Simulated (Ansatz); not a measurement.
Where the default PAW files enter, the runs use the earlier of Ansatz's two default sets.

Input:

```
CELL_PARAMETERS angstrom
      3.07874     0.00000     0.00000
      0.00000     3.07874     0.00000
      1.53937     1.53937     2.17699
ATOMIC_POSITIONS crystal
  Si 0.75000 0.25000 0.50000
  C  0.00000 0.00000 0.00000
```

Space group of this cell: F-43m, zinc blende. The cell is taken as given.

All values below come from r2SCAN (plane waves, PAW; Ansatz, a program for electronic structure).

The current runs along the normal of the first two printed vectors; no spin-orbit coupling. Scaled by the factor s: the length along the current (ions clamped). Meshes 14×14×14 and 10×10 across the current in all rows.

```
s     mean pressure (GPa)  band gap (eV)
----  -------------------  -------------
0.97                  7.7              ?
1.00                  0.4           1.71
1.03                 -6.0           1.57
```

Task: Take the slope of the band gap against ln s from the two given rows, extrapolate to s = 0.97, and say what the run there gives.

Result: Slope = (1.57 − 1.71) / ln 1.03 = -4.74 eV. The line gives 1.71 + (-4.74) × ln 0.97 = 1.85 eV. The run gives 1.36 eV, 0.49 eV under the line, 343 % of the predicted step.
